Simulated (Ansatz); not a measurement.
This Ansatz (a quantum-chemistry and plane-wave program) input is the reference run, PbS in the zinc blende structure (space group F-43m, No. 216; a hypothetical phase, not in the database extracts checked), computed with PBEsol, PAW, 420 eV (Ansatz; no SOC):

Ansatz 0.2 input:
```yaml
crystal:
  lattice:
    - [0, 3.2714990622, 3.2714990622]
    - [3.2714990622, 0, 3.2714990622]
    - [3.2714990622, 3.2714990622, 0]
  atoms:
    - { symbol: S, position: [0.75, 0.75, 0.75] }
    - { symbol: Pb, position: [0, 0, 0] }
basis: { ecutwfc: 420, ecutrho_ratio: 4, xc_grid: 2, fft_grid_basis: typed }
kpoints: { mp_grid: { grid: [9, 9, 9] } }
hamiltonian:
  xc: pbesol
  dispersion: none
  pseudopotentials: { kind: paw }
scf: { occupations: { method: fermi_dirac, width: 0.05 }, convergence: { dr2_threshold: 0.0000000002 } }
output: { forces: true, stress: true }
```

Problem. Write the input for this change: a negative pressure, −1 GPa.

Solution. 
Ansatz 0.2 input:
```yaml
crystal:
  lattice:
    - [0, 3.2714990622, 3.2714990622]
    - [3.2714990622, 0, 3.2714990622]
    - [3.2714990622, 3.2714990622, 0]
  atoms:
    - { symbol: S, position: [0.75, 0.75, 0.75] }
    - { symbol: Pb, position: [0, 0, 0] }
basis: { ecutwfc: 420, ecutrho_ratio: 4, xc_grid: 2, fft_grid_basis: typed }
kpoints: { mp_grid: { grid: [9, 9, 9] } }
hamiltonian:
  xc: pbesol
  dispersion: none
  pseudopotentials: { kind: paw }
scf: { occupations: { method: fermi_dirac, width: 0.05 } }
relax: { f_tol: 0.01, max_steps: 60, cell: { stress_tol: 0.02, p_target: -1.0 } }
output: { forces: true, stress: true }
checkpoint: { write: state.ck, write_every: 1000 }
```
This is the input that was run.

Load acts through the strain it causes; cell and atoms are relaxed under it. Stability against distortions was not tested.
